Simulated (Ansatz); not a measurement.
The starting structures come from a database of crystals and need not be the phases stable at ambient conditions.

Tunnelling through a barrier is set by its complex band structure: the current falls as exp(−2κd) with the smallest κ.

Data:

```
Cu2WS4
1.0
    7.60712     0.00000     0.00000
    3.80356     6.33038    -0.21949
    3.80356    -2.17720     3.11879
Cu W S
2 1 4
Direct
  0.00000   0.00000   0.50000
  0.50000   0.00000   0.50000
  0.00000   0.00000   0.00000
  0.50311   0.25649   0.25649
  0.49689   0.74351   0.26270
  0.98391   0.25649   0.25649
  0.01609   0.74351   0.22431
```

Space group of this cell: P-42m. The cell was relaxed by PBE-D3(BJ); by PBEsol its mean pressure is -1.0 GPa.

Transport runs along the normal of the first two printed cell vectors, the (111) plane of the conventional cell.

No gap correction and no spin-orbit coupling; mid-gap values are interpolated between computed energies.

Task: Estimate the band gap and the smallest decay constant κ at mid-gap that PBEsol run with Ansatz (an electronic-structure program) returns for this system.

Result: Gap 1.19 eV on a 10×10×10 mesh; κ = 0.280 1/Å, at the zone centre.
